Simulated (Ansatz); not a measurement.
Sr3Zr2O7 under a change: pressure 0.7 GPa

The reference is Sr$_{3}$Zr$_{2}$O$_{7}$ (space group I4/mmm, No. 139; a = 4.1221 Å, c = 20.8103 Å; a cell from a computed database, its experimental status unchecked).

Now apply this change: a hydrostatic pressure of 0.7 GPa.

All numbers come from Kohn–Sham DFT with the PBEsol functional, run in Ansatz (a first-principles code) with PAW and 420 eV plane waves, no spin-orbit coupling. Settings: 9×9×9 k-points, 0.05 eV Fermi–Dirac smearing.

```tsv
quantity	base	changed	shift
density	5.23 g/cm³	5.26 g/cm³	+0.03 g/cm³
lattice parameter a	4.122 Å	4.116 Å	-0.006 Å
c/a ratio	5.049	5.048	-0.001
enthalpy H = E + PV relative to the base's energy	–	+0.06 eV/atom	–
band gap	3.18 eV	3.19 eV	+0.01 eV
gap character	indirect, X → Γ	indirect, X → Γ	–
smallest direct gap	3.34 eV	3.34 eV	0.00 eV
width of the top valence band	0.47 eV	0.46 eV	-0.003 eV
```

Final structure:

```yaml
crystal:
  lattice:
    - [-2.05782, 2.05782, 10.38715]
    - [2.05782, -2.05782, 10.38715]
    - [2.05782, 2.05782, -10.38715]
  atoms:
    - { symbol: Sr, position: [0.50000, 0.50000, 0.00000] }
    - { symbol: Sr, position: [0.68604, 0.68604, 0.00000] }
    - { symbol: Sr, position: [0.31396, 0.31396, 0.00000] }
    - { symbol: Zr, position: [0.89960, 0.89960, 0.00000] }
    - { symbol: Zr, position: [0.10040, 0.10040, 0.00000] }
    - { symbol: O, position: [0.40165, 0.90165, 0.50000] }
    - { symbol: O, position: [0.59835, 0.09835, 0.50000] }
    - { symbol: O, position: [0.90165, 0.40165, 0.50000] }
    - { symbol: O, position: [0.09835, 0.59835, 0.50000] }
    - { symbol: O, position: [0.80004, 0.80004, 0.00000] }
    - { symbol: O, position: [0.19996, 0.19996, 0.00000] }
    - { symbol: O, position: [0.00000, 0.00000, 0.00000] }
```

Cost of the whole job for the changed cell (relaxation, final SCF and bands): very roughly 8 core-minutes.

Load acts through the strain it causes; cell and atoms are relaxed under it. Stability against distortions was not tested.
